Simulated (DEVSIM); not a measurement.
System: abrupt GaAs p-n junction, at 300 K.

```tsv
layer (left to right)	material	thickness (μm)	Nd (cm⁻³)	Na (cm⁻³)	τn (s)	τp (s)
1	GaAs	5.50	-	2.4e15	2.4e-9	2.4e-9
2	GaAs	1.20	9e16	-	2.4e-9	2.4e-9
```

Left contact: ohmic. Right contact: ohmic. Voltage is applied to the left contact. Recombination: SRH at mid-gap, radiative, Auger. Mobility is constant in doping.

Constants are typed, rounded textbook-type inputs, not results; the design itself was drawn at random and stands for no fabricated device. Values at 300 K.

| parameter | GaAs |
|---|---|
| gap (eV) | 1.424 |
| affinity (eV) | 4.07 |
| permittivity | 12.9 |
| Nc (cm⁻³) | 4.7e17 |
| Nv (cm⁻³) | 9e18 |
| μn (cm²/Vs) | 8500 |
| μp (cm²/Vs) | 400 |
| B (cm³/s) | 2e-10 |
| Cn (cm⁶/s) | 1e-30 |
| Cp (cm⁶/s) | 1e-30 |

Simulated with DEVSIM: 1D drift-diffusion, Boltzmann statistics, complete ionisation; no tunnelling, impact ionisation, image-force lowering or self-heating.

Tabulate band edges, carrier densities and field at zero bias.

Energies count from the Fermi level of the right contact; mesh points crowd at the junctions.

```csv
x (μm),Ec (eV),Ev (eV),n (cm⁻³),p (cm⁻³),field (V/cm)
0.000,1.211,-0.213,< 1e2,2.4e15,≈ 0
0.02396,1.211,-0.213,< 1e2,2.4e15,≈ 0
0.07559,1.211,-0.213,< 1e2,2.4e15,≈ 0
0.1743,1.211,-0.213,< 1e2,2.4e15,≈ 0
0.5000,1.211,-0.213,< 1e2,2.4e15,≈ 0
1.019,1.211,-0.213,< 1e2,2.4e15,≈ 0
2.136,1.211,-0.213,< 1e2,2.4e15,≈ 0
4.072,1.211,-0.213,< 1e2,2.4e15,≈ 0
4.794,1.171,-0.253,< 1e2,5.1e14,-3700
5.172,0.805,-0.619,14000,3.6e8,-16000
5.347,0.473,-0.951,5.3e9,950,-22000
5.457,0.212,-1.212,1.3e14,< 1e2,-26000
5.490,0.124,-1.300,3.9e15,< 1e2,-27000
5.511,0.073,-1.351,2.8e16,< 1e2,-18000
5.563,0.044,-1.380,8.7e16,< 1e2,-680
5.646,0.043,-1.381,9.0e16,< 1e2,≈ 0
5.820,0.043,-1.381,9.0e16,< 1e2,≈ 0
6.124,0.043,-1.381,9.0e16,< 1e2,≈ 0
6.490,0.043,-1.381,9.0e16,< 1e2,≈ 0
6.604,0.043,-1.381,9.0e16,< 1e2,≈ 0
6.665,0.043,-1.381,9.0e16,< 1e2,≈ 0
6.700,0.043,-1.381,9.0e16,< 1e2,≈ 0
```
